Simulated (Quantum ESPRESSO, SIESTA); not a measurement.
**Equation of state of hcp Mg (space group 194): energy against volume (SIESTA, LDA)**

```
Mg
1.0
    3.08515     0.00000     0.00000
   -1.54258     2.67182     0.00000
    0.00000     0.00000     5.00737
Mg
2
Direct
  0.66667   0.33333   0.75000
  0.33333   0.66667   0.25000
```

Computed with LDA PW92, numerical atomic orbitals DZP, PseudoDojo LDA standard norm-conserving potentials (rewritten from UPF to PSML) (SIESTA). Settings: XC.functional = LDA; XC.authors = PW92; potentials = PseudoDojo LDA standard; PAO.BasisSize = DZP; PAO.EnergyShift = 0.01 Ry; MeshCutoff = 520 Ry; kgrid.MonkhorstPack = 21 21 12; OccupationFunction = FD; ElectronicTemperature = 580.23 K; MaxSCFIterations = 150; SCF.Mixer.Method = Pulay; SCF.Mixer.Weight = 0.25; SCF.Mixer.History = 8; SCF.DM.Tolerance = 1.0E-04. The cell above is the first row's. The rows scale it uniformly. In all rows fractional positions and the k mesh are held. E is the free energy at the stated smearing, counted from the lowest row.

| V (Å^3/atom) | E (meV/atom) |
|---|---|
| 20.638 | ? |
| 21.086 | 12.90 |
| 21.535 | 5.12 |
| 21.984 | 0.93 |
| 22.432 | 0.00 |
| 22.881 | 2.05 |
| 23.330 | 6.77 |
| 23.778 | 13.87 |
| 24.227 | 23.10 |

The 8 complete rows are fitted with the third-order Birch-Murnaghan form, a cubic in V^(-2/3), E against V. With u = V^(-2/3) - 0.125, the rows have u = 0.006020, 0.004192, 0.002427, 0.000725, -0.000925, -0.002522, -0.004066, -0.005564. Least squares gives E = 0.563 - 1131.4·u + 526748·u² + 311557·u³. Residuals (row less fit): -0.010, 0.020, 0.006, -0.020, -0.010, 0.008, 0.019, -0.012; standard error 0.020 (degrees of freedom: 4). Its minimum lies at u = 0.001073, so V0 = (0.126073)^(-3/2) = 22.34. There d²E/du² = 1056000 and d³E/du³ = 1869000, so B0 = (4/9) × 22.34^(-7/3) × 1056000 × 0.160218 = 53.5 GPa (the last factor turns the table's units into GPa), and B0' = 4 + (2/3) × 0.126073 × (1869000)/1056000 = 4.1. The program's pressures in the fitted runs (not shown) pass through zero at V = 22.34, 0.01 % from this V0.

Task: Predict the withheld E at V = 20.638 from the fit, and compare with the calculation.

Result: u = 0.007909, so E = 0.563 - 1131.4 × 0.007909 + 526748 × 0.007909² + 311557 × 0.007909³ = 24.718 meV/atom. The calculation gives 24.60 meV/atom, 0.118 meV/atom below the prediction (0.5 % of the range of E in the table). The row lies outside the fitted rows, so this is an extrapolation. From the scatter of the fitted rows alone, a prediction at this place has a standard error of 0.059 meV/atom, so the miss is 2.0 times that.

Carrying the step between the two nearest rows on in a straight line would have given 20.66, off by 3.94; series whose last step already gives the withheld value aren't shown. The scan was laid around a cell of about the measured size, scaled by a guess for this functional; axis ratios and inner coordinates come from that cell. The runs keep the symmetry of the cell, so they don't test it for distortions. A plane-wave scan with the same functional (Quantum ESPRESSO, GBRV) gives V0 = 21.62 Å^3/atom and B0 = 39.8 GPa; a Birch-Murnaghan fit to all rows here lies 3.4 % from it in V0 and 34 % in B0; the two differ in basis, and may differ in potentials and mesh. Values carry the incompleteness of an atom-centred basis. The shape of the cell and the inner coordinates aren't relaxed, so V0 and B0 belong to this uniform scaling; a relaxed crystal lies no higher in energy and is usually softer. Cutoffs and mesh are single choices, not tested for convergence of this quantity. Series with a scatter that would blur these digits, or in which a gap closes, are not shown. Nor are scans whose minimum lies at an end fitted in this form.
